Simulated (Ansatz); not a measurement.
The starting structures come from a database of crystals and need not be the phases stable at ambient conditions.

Tunnelling through a barrier is set by its complex band structure: the current falls as exp(−2κd) with the smallest κ.

```
CELL_PARAMETERS angstrom
      5.29983     0.00000     0.00000
      0.00000    12.21610     0.00000
      0.00000     6.10805     4.86711
ATOMIC_POSITIONS crystal
  Cs 0.25000 0.31013 0.00000
  Cs 0.75000 0.68987 0.00000
  Cu 0.00000 0.16772 0.66456
  Cu 0.00000 0.83228 0.33544
  Cu 0.50000 0.83228 0.33544
  Cu 0.50000 0.16772 0.66456
  Cl 0.25000 0.89534 0.00000
  Cl 0.75000 0.10466 0.00000
  Cl 0.25000 0.40144 0.44008
  Cl 0.75000 0.59856 0.55992
  Cl 0.75000 0.15848 0.44008
  Cl 0.25000 0.84152 0.55992
```

Space group of this cell: Cmcm. The cell is taken as given.

Transport runs along the normal of the first two printed cell vectors.

The gap is the functional's own, uncorrected, and κ follows it; spin-orbit coupling is left out. Mid-gap values are interpolated between the computed energies.

Predict the band gap and the smallest decay constant κ at mid-gap from r2SCAN (Ansatz, a first-principles code).

Gap 2.30 eV on a 6×6×6 mesh; κ = 0.300 1/Å, at the zone centre.
